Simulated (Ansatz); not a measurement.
The reference is Cu$_{3}$SbS$_{4}$ (space group I-42m, No. 121).

```yaml
crystal:
  lattice:
    - [-2.66991, 2.66991, 5.31753]
    - [2.66991, -2.66991, 5.31753]
    - [2.66991, 2.66991, -5.31753]
  atoms:
    - { symbol: S, position: [0.59913, 0.59913, 0.46589] }
    - { symbol: S, position: [0.40087, 0.86676, 0.00000] }
    - { symbol: S, position: [0.13324, 0.13324, 0.53411] }
    - { symbol: S, position: [0.86676, 0.40087, 0.00000] }
    - { symbol: Sb, position: [0.00000, 0.00000, 0.00000] }
    - { symbol: Cu, position: [0.25000, 0.75000, 0.50000] }
    - { symbol: Cu, position: [0.75000, 0.25000, 0.50000] }
    - { symbol: Cu, position: [0.50000, 0.50000, 0.00000] }
```

Cartesian axes are those of the cell as printed.

The values are results of PBEsol/PAW in Ansatz (an electronic-structure program), no SOC, not measurements.

Before the change:

The pressure is 0.0 GPa and the shortest interatomic distance is 2.260 Å.

One thing is altered: biaxial strain +2.25 %, plane normal [001], relaxed out of plane (Cartesian); in-plane vectors clamped, the third vector and the atoms free.

Problem. How does this affect the pressure, energy relative to the base and shortest interatomic distance?

Solution. The pressure (mean of the normal stresses, compression positive) goes from zero to -1.1 GPa; the energy rises by 4.6 meV/atom; the shortest interatomic distance rises by 0.012 Å to 2.272 Å.

Without a gap, meshes like the base's 12×12×12 leave anisotropic stresses uncertain by several tenths of a GPa, and small strain energies with them. Stability against distortions was not tested. All final runs are without spin polarisation.
